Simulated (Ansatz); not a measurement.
```
CELL_PARAMETERS angstrom
      0.00000     2.21669     2.28037
      2.21669     0.00000     2.28037
      2.21669     2.21669     0.00000
ATOMIC_POSITIONS crystal
  B  0.00000 0.00000 0.00000
  P  0.25000 0.25000 0.25000
```

Method: r2SCAN with spin-orbit coupling, rigid bands (plane waves, PAW; Ansatz, an electronic-structure program). Condition of this run: biaxial stress in (001) of 8 GPa (compression positive) (the target of the relaxation). How the cell was made: cell and atoms relaxed with PBEsol, then loaded as said.

**Question.** Predict the hole conductivity mass (n e² τ/σ) at 300 K, by direction if it differs.

**Answer.** 0.38 (x), 0.38 (y), 0.26 (z) mₑ.

**Question.** Predict the electron conductivity mass (n e² τ/σ) at 300 K, by direction if it differs.

**Answer.** 0.40 (x), 0.40 (y), 0.24 (z) mₑ.

**Question.** And the band gap?

**Answer.** 1.11 eV at this level; semilocal functionals usually fall short of the measured gap.

Rigid bands, one relaxation time for all states, no polarons. Geometry: cell and atoms relaxed with PBEsol.
